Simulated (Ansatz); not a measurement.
The parent structure is Al in the fcc (Cu type) structure (space group Fm-3m, No. 225).

```
CELL_PARAMETERS angstrom
      0.00000     1.99601     1.99601
      1.99601     0.00000     1.99601
      1.99601     1.99601     0.00000
ATOMIC_POSITIONS crystal
  Al 0.00000 0.00000 0.00000
```

Cartesian axes are those of the cell as printed.

The values are results of plane-wave PAW DFT at the r2SCAN level (Ansatz, an electronic-structure program, 500 eV), no spin-orbit coupling, not measurements.

Strains are applied to the cell and any free atomic positions relax; under biaxial strain the out-of-plane vector relaxes too.

One change was made to it. Results:

```csv
quantity,base,after
energy relative to the base (free energy F),0 meV/atom,+9.9 meV/atom
"pressure (mean of the normal stresses, compression positive)",0.0 GPa,-2.4 GPa
shortest interatomic distance,282.3 pm,283.0 pm
```

Problem. What was done to the base?
(A) isotropic strain −3.26 %
(B) biaxial strain +0.32 %, plane normal [001], relaxed out of plane
(C) strain tensor (xx, yy, zz, yz, xz, xy) = (+1.45, +0.39, −0.76, +1.44, −0.33, +1.29) %
(D) isotropic strain +2.13 %
(E) biaxial strain +2.92 %, plane normal [001], relaxed out of plane

Solution. E, biaxial strain +2.92 %, plane normal [001], relaxed out of plane. For comparison, the energy relative to the base in the other runs: biaxial strain +0.32 %, plane normal [001], relaxed out of plane gives +0.1 meV/atom; isotropic strain +2.13 % gives +17 meV/atom; isotropic strain −3.26 % gives +50 meV/atom; strain tensor (xx, yy, zz, yz, xz, xy) = (+1.45, +0.39, −0.76, +1.44, −0.33, +1.29) % gives +5.0 meV/atom.

Without a gap, meshes like the base's 20×20×20 leave anisotropic stresses uncertain by several tenths of a GPa, and small strain energies with them. Whether these cells are dynamically stable was not tested.
